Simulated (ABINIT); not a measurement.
A self-consistent single point of MgS (F-43m, 2 atoms in the cell) with ABINIT.

Computed with LDA (PW92), norm-conserving pseudopotentials (PseudoDojo nc-sr-04 LDA standard) (plane waves; ABINIT 10.0.3).

```xyz
2
Lattice="0.0000 2.8331 2.8331 2.8331 0.0000 2.8331 2.8331 2.8331 0.0000" Properties=species:S:1:pos:R:3 pbc="T T T"
Mg     0.0000     0.0000     0.0000
S      4.2497     4.2497     4.2497
```

Reference input (self-consistent single point, DFT, PBEsol, plane waves, norm-conserving pseudopotentials (PseudoDojo nc-sr-04 PBEsol standard)): pseudos = [Mg.upf, S.upf]; ecut = 1143 eV; ixc = -116133; occopt = 1; ngkpt = 10 10 10; nshiftk = 1; shiftk = 0 0 0; potentials = PseudoDojo nc-sr-04 PBEsol standard; nband = 11; kptopt = 1; nstep = 80; toldfe = 1e-09 Ha. This run's input differs from it in these lines:

```diff
@@ -1,2 +1,2 @@
-# MgS, PseudoDojo nc-sr-04 PBEsol standard
+# MgS, PseudoDojo nc-sr-04 LDA standard
 pp_dirpath "./"
@@ -16,3 +16,3 @@
 ecut 1143 eV
-ixc -116133
+ixc 7
 occopt 1
```

Its files differ too (potentials: PseudoDojo nc-sr-04 PBEsol standard → PseudoDojo nc-sr-04 LDA standard).

Output, abridged:

```
--- !BeginCycle
solver: {iscf: 7, nstep: 80, nline: 4, wfoptalg: 0, }
tolerances: {toldfe: 1.00E-09, }
...

     iter   Etot(hartree)      deltaE(h)  residm     vres2
 ETOT  1  -70.394216423691    -7.039E+01 1.751E-01 2.599E+02
 ETOT  2  -70.440128818940    -4.591E-02 3.668E-03 2.477E+01
 ETOT  3  -70.442717076946    -2.588E-03 5.156E-04 2.927E-01
 ETOT  4  -70.442731559795    -1.448E-05 6.711E-04 1.137E-02
 ETOT  5  -70.442731920459    -3.607E-07 2.987E-04 1.333E-03
 ETOT  6  -70.442732122705    -2.022E-07 3.542E-04 3.848E-05
 ETOT  7  -70.442732123592    -8.870E-10 1.537E-04 5.826E-07
 ETOT  8  -70.442732123690    -9.769E-11 1.425E-04 5.679E-09
 At SCF step    8, etot is converged :
  for the second time, diff in etot=  9.769E-11 < toldfe=  1.000E-09

 Cartesian components of stress tensor (hartree/bohr^3)
  sigma(1 1)=  7.26360431E-05  sigma(3 2)=  0.00000000E+00
  sigma(2 2)=  7.26360431E-05  sigma(3 1)=  0.00000000E+00
  sigma(3 3)=  7.26360431E-05  sigma(2 1)=  0.00000000E+00

 ----iterations are completed or convergence reached----

 reduced coordinates (array xred) for    2 atoms
       0.000000000000      0.000000000000      0.000000000000
       0.750000000000      0.750000000000      0.750000000000
 cartesian forces (eV/Angstrom) at end:
    1     -0.00000000000000    -0.00000000000000    -0.00000000000000
    2     -0.00000000000000    -0.00000000000000    -0.00000000000000
 frms,max,avg= 0.0000000E+00 0.0000000E+00   0.000E+00  0.000E+00  0.000E+00 e/A
   [... lines left out ...]
 Fermi (or HOMO) energy (eV) =   1.30367   Average Vxc (eV)=  -8.93788
   [... lines left out ...]
total_energy        : -7.04427321236899E+01
total_energy_eV     : -1.91684422396488E+03
band_energy         : -1.46354736059898E+01
...

-Cartesian components of stress tensor (GPa)         [Pressure= -2.1370E+00 GPa]
- sigma(1 1)=  2.13702581E+00  sigma(3 2)=  0.00000000E+00
- sigma(2 2)=  2.13702581E+00  sigma(3 1)=  0.00000000E+00
- sigma(3 3)=  2.13702581E+00  sigma(2 1)=  0.00000000E+00

 Calculation completed.
```

The run converged in 8 iterations. Against the reference run the pressure goes from -0.42 to -2.14 GPa and the gap on the mesh goes from 3.276 to 3.166 eV.

The starting cell comes from a database of computed structures (which also holds hypothetical and non-ambient phases and stackings), without a prior relaxation at this level.

Cost on one core of a shared machine: roughly 2 min.
